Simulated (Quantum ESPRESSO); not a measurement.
Checking a run of Quantum ESPRESSO on Mg₃Sn₂O₇ (Cmc2_1, 24 atoms in the cell). The aim is a self-consistent single point with DFT, PBEsol, plane waves, GBRV 1.5 ultrasoft (PBESOL) pseudopotentials.

Cell that was meant: a = 9.6849 Å, b = 9.6849 Å, c = 5.4798 Å, α = 90.00°, β = 90.00°, γ = 32.52°.

Part of the input:

```fortran
   ibrav = 0,
   nat = 24,
   ntyp = 3,
   ecutwfc = 6,
   ecutrho = 30,
   occupations = 'smearing',
   smearing = 'gauss',
   degauss = 0.000734986,
```

Output, abridged:

```
     Message from routine setup:
     using ibrav=0 with symmetry is DISCOURAGED, use correct ibrav instead
     G-vector sticks info
   [... lines left out ...]
        k(    6) = (   0.3472206   0.0000000   0.5891289), wk =   0.2962963
        k(    7) = (  -0.0000000  -1.1905419   0.0000000), wk =   0.1481481
        k(    8) = (  -0.0000000  -1.1905419   0.5891289), wk =   0.2962963

     Dense  grid:     5153 G-vectors     FFT dimensions: (  32,  32,  20)

     Smooth grid:     3677 G-vectors     FFT dimensions: (  30,  30,  18)

     Initial potential from superposition of free atoms

     starting charge     194.1984, renormalised to     200.0000

     negative rho (up, down):  3.883E+00 0.000E+00
     Self-consistent Calculation

     iteration #  1     ecut=     6.00 Ry     beta= 0.40

---- Real-time Memory Report at c_bands before calling an iterative solver
            65 MiB given to the printing process from OS
            31 MiB allocation reported by mallinfo(arena+hblkhd)
------------------

     negative rho (up, down):  2.004E-01 0.000E+00

     total energy              =   -1472.65029023 Ry
     estimated scf accuracy    <     262.60290027 Ry

     iteration #  2     ecut=     6.00 Ry     beta= 0.40

   [... lines left out ...]
            43 MiB allocation reported by mallinfo(arena+hblkhd)
------------------

     negative rho (up, down):  5.705E-02 0.000E+00

     total energy              =   -1451.36565548 Ry
     estimated scf accuracy    <          6.2E-10 Ry

     iteration # 23     ecut=     6.00 Ry     beta= 0.40

---- Real-time Memory Report at c_bands before calling an iterative solver
            76 MiB given to the printing process from OS
            43 MiB allocation reported by mallinfo(arena+hblkhd)
------------------

     negative rho (up, down):  5.706E-02 0.000E+00
     End of self-consistent calculation

     the Fermi energy is    13.4516 ev

!    total energy              =   -1451.36565494 Ry
     estimated scf accuracy    <          3.4E-11 Ry
     smearing contrib. (-TS)   =      -0.00016702 Ry
     internal energy E=F+TS    =   -1451.36548792 Ry

     convergence has been achieved in  23 iterations

     negative rho (up, down):  5.706E-02 0.000E+00

     Forces acting on atoms (cartesian axes, Ry/au):

     atom    1 type  1   force =     0.00000000    0.07918487    0.21700701
     atom    2 type  1   force =     0.00000000   -0.07918487    0.21700701
     atom    3 type  1   force =     0.12080011   -0.06248960   -0.14022157
     atom    4 type  1   force =    -0.12080011    0.06248960   -0.14022157
   [... lines left out ...]
     Total force =     0.752029     Total SCF correction =     0.000040
   [... lines left out ...]

     negative rho (up, down):  5.706E-02 0.000E+00
          total   stress  (Ry/bohr**3)                   (kbar)     P=   -30937.17
  -0.21016381   0.00000000   0.00000000       -30916.16        0.00        0.00
   0.00000000  -0.21035487   0.00000000            0.00   -30944.27        0.00
   0.00000000   0.00000000  -0.21040106            0.00        0.00   -30951.07

   JOB DONE.
```

### Question
Is this run sound? If not, what is wrong?

### Answer
The run is not sound. The fault is a basis or grid far too coarse for these potentials. Far below the cutoff that the potentials were made for, the basis cannot represent the orbitals near the nuclei, and energies, forces and above all the stress go wrong. To fix it, restore the cutoff that the potentials need and check convergence. The run converged in 23 iterations without an error; against the sound input the free energy goes up by 220 eV/atom, the pressure goes from -5.04 to -3094 GPa, the largest force goes from 0.144 to 5.939 eV/Å and no clean gap remains on the mesh (levels overlap or are partly filled), against 2.20 eV before.

An input that runs soundly differs in these lines (not the only fix; some lines may just follow from the change or write a value another way):
```diff
-   ecutwfc = 6,
-   ecutrho = 30,
+   ecutwfc = 40,
+   ecutrho = 200,
```

With that input, the run converged in 14 iterations: free energy E − TS -25025.3993 eV; top of the valence band (on the code's own zero) 7.48 eV; gap on the k-point mesh 2.20 eV; pressure -5.04 GPa; largest force (vector length) 0.144 eV/Å (DFT, PBEsol, plane waves, GBRV 1.5 ultrasoft (PBESOL) pseudopotentials).

On the sound input: the starting cell comes from a database of computed structures (which also holds hypothetical and non-ambient phases and stackings), without a prior relaxation at this level. With a pressure of about -5 GPa the cell is away from its equilibrium volume at this level.
